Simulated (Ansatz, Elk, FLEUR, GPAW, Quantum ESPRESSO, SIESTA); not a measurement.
YIr₂ (Fd-3m, 6 atoms in the cell) computed with different codes at matched settings

Self-consistent single point, at a second geometry (lattice scaled by 0.98). First geometry:

```
CELL_PARAMETERS angstrom
      0.00000     3.74717     3.74717
      3.74717     0.00000     3.74717
      3.74717     3.74717     0.00000
ATOMIC_POSITIONS crystal
  Y  0.50000 0.50000 0.50000
  Y  0.75000 0.75000 0.75000
  Ir 0.62500 0.12500 0.12500
  Ir 0.12500 0.12500 0.62500
  Ir 0.12500 0.62500 0.12500
  Ir 0.12500 0.12500 0.12500
```

Shared settings, as Ansatz (a quantum-chemistry and plane-wave program) writes them: kpoints.mp_grid.grid = 6 6 6; scf.occupations.method = fermi_dirac; scf.occupations.width = 0.136 eV. Potentials and cutoffs stand in the table.

```tsv
code	model	ΔF from the first geometry (meV/atom)	pressure (GPa)	cutoff
Ansatz	PBEsol, PAW files made with PBE	46.9	15.22	default
GPAW	PBEsol, GPAW PAW datasets PBEsol (made by gpaw-setup)	42.5	14.32	600 eV
Quantum ESPRESSO	PBEsol, PseudoDojo standard norm-conserving (PBESOL) pseudopotentials	45.8	15.07	75 Ry
FLEUR	PBEsol, all-electron FLAPW (FLEUR), scalar-relativistic valence	50.5	–	Kmax 4.3 1/bohr
SIESTA	GGA PBEsol, numerical atomic orbitals DZP, PseudoDojo PBEsol standard norm-conserving potentials (rewritten from UPF to PSML)	35.3	13.81	grid 300 Ry
Elk	PBEsol, all-electron FP-LAPW, Elk's shipped species files, LAPW+lo basis	50.2	–	rgkmax 8
```

A dash marks a value that a program does not give, or that is left out as unsure.

On Ansatz's run: spin-orbit coupling is off. Spin polarisation is off.

The spread over the programs that give each value: ΔF from the first geometry within 15.2 meV/atom; pressure within 1.41 GPa.

SIESTA uses small atom-centred bases, whose incompleteness enters pressures, forces and empty levels differently from a plane-wave cutoff. FLEUR and Elk treat all electrons, but the usual bases taken here (sphere radii, linearisation, local orbitals, empty states) were not tested for convergence, so the values are no reference for the others. Ansatz's pressure is given at a fixed set of plane waves, as the other plane-wave codes print theirs; with its correction for the finite basis it is 15.27 GPa. In the pressure, SIESTA (by 1.25) lies more than 1 GPa from the median of the plane-wave programs.

The starting cell comes from a database of computed structures (which also holds hypothetical and non-ambient phases and stackings), without a prior relaxation at this level. Its lattice was rescaled by a random factor within 2.5 % of one. For this run, on top of that: lattice scaled by 0.98.

Keys are those of Ansatz 0.2.
